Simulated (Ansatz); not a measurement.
Worked example: self-consistent single point of ScV2Ga4 (I4mm, 7 atoms in the cell) in Ansatz (an electronic-structure program).

Method: PBEsol, harder PAW files (source: ansatz) made with PBE (plane waves; Ansatz).

```xyz
7
Lattice="-3.2368 3.2368 2.5821 3.2368 -3.2368 2.5821 3.2368 3.2368 -2.5821" Properties=species:S:1:pos:R:3 pbc="T T T"
Sc     0.0000     0.0000     0.0500
V      0.0000     3.2368     1.2911
V      3.2368     0.0000     1.2911
Ga     1.9477     1.9477     0.0000
Ga     1.2891     1.2891     2.5821
Ga     1.2891    -1.2891     2.5821
Ga    -1.2891     1.2891     2.5821
```

Reference input (self-consistent single point, DFT, PBEsol, plane waves, default PAW files made with PBE): basis.ecutwfc = 420 eV; kpoints.mp_grid.grid = 4 4 4; hamiltonian.xc = pbesol; hamiltonian.pseudopotentials = {kind: paw} (the program's default PAW files); scf.occupations.method = gaussian; scf.occupations.width = 0.1 eV. This run's input differs from it in these lines:

Ansatz 0.2 input:
```diff
@@ -14,3 +14,3 @@
 basis:
-  ecutwfc: 420.0
+  ecutwfc: 460.0
 kpoints:
@@ -22,2 +22,3 @@
     kind: paw
+    source: ansatz
 scf:
```

Log, with long lists cut:

```
SCF iter   1: F=—  HF=-41235.383597 eV  |F-HF|=—  |Δ(HF+E_count)|=         —  Δρ=4.48e-1  dr2=6.65e1  ethr=3.10e-3  ⟨swp⟩=5.3  Hψ=3329  notcnv=0  defer=1
all-band conjugate gradients solve this SCF's bands
preconditioner: auto → Kerker (q_TF=auto, 2.780 Å⁻¹)
SCF iter   2: F=—  HF=-41212.812458 eV  |F-HF|=—  |Δ(HF+E_count)|=    2.26e1  Δρ=6.68e-2  dr2=3.09e0  ethr=3.10e-3  ⟨swp⟩=3.1  Hψ=2248  notcnv=0  defer=68
   [... lines left out ...]
SCF iter   6: F=—  HF=-41212.602682 eV  |F-HF|=—  |Δ(HF+E_count)|=   7.37e-4  Δρ=2.80e-4  dr2=8.98e-5  ethr=2.56e-6  ⟨swp⟩=2.1  Hψ=1304  notcnv=0  defer=59
SCF iter   7: F=—  HF=-41212.602567 eV  |F-HF|=—  |Δ(HF+E_count)|=   1.15e-4  Δρ=1.46e-4  dr2=1.28e-5  ethr=7.42e-8  ⟨swp⟩=2.0  Hψ=1084  notcnv=0  defer=59
SCF iter   8: F=—  HF=-41212.602564 eV  |F-HF|=—  |Δ(HF+E_count)|=   3.03e-6  Δρ=3.32e-5  dr2=8.83e-7  ethr=1.06e-8  ⟨swp⟩=2.0  Hψ=1310  notcnv=0  defer=59
SCF iter   9: F=-41212.602564 eV  HF=-41212.602564 eV  |F-HF|=2.44e-8  |Δ(HF+E_count)|=   2.77e-7  Δρ=7.19e-6  dr2=3.95e-8  ethr=8.26e-11  ⟨swp⟩=9.0  Hψ=3474  notcnv=0
SCF 1 converged in 9 iterations: F = -41212.602564 eV  dr2 = 3.95e-8
Free energy (F): -41212.602564 eV
Internal energy: -41212.581175 eV  (E = F + TS)
E sigma→0 (E₀):  -41212.591870 eV
Entropy (-TS):   -0.021389 eV (-3.056 meV/atom)
Fermi energy:    14.407666 eV
--- Forces (eV/Å), atoms counted from 1 ---
  atom   1  Sc     0.00000000     0.00000000    -0.03855244
  atom   2  V     -0.00000000     0.00000000     0.04016811
  atom   3  V      0.00000000    -0.00000000     0.04016811
  atom   4  Ga    -0.62837803    -0.62837803    -0.01043233
  atom   5  Ga     0.62837803     0.62837803    -0.01043233
  atom   6  Ga     0.62837803    -0.62837803    -0.01043233
  atom   7  Ga    -0.62837803     0.62837803    -0.01043233
--- Stress (GPa, compression-positive) ---
       -1.518676       0.000000       0.000000
        0.000000      -1.518676       0.000000
        0.000000       0.000000      -6.211463
  P = ⅓ Tr σ = -3.0829 GPa (-30.829 kbar)
  The stress holds the Pulay correction. Without it, at fixed plane waves, as pw.x and ABINIT print it: P = -1416.4349 GPa
```

The run converged in 9 iterations. Against the reference run the pressure goes from -3.44 to -3.08 GPa and the largest force goes from 0.164 to 0.889 eV/Å.

The starting cell comes from a database of computed structures (which also holds hypothetical and non-ambient phases and stackings), without a prior relaxation at this level. Its lattice was rescaled by up to half a per cent. One atom was moved a little off its site on purpose. Spin polarisation is off. Ansatz's pressure includes its estimate of the finite-basis (Pulay) stress. Without the estimate this run gives -1416.43 GPa. The cutoff lies below the one recommended for these files.
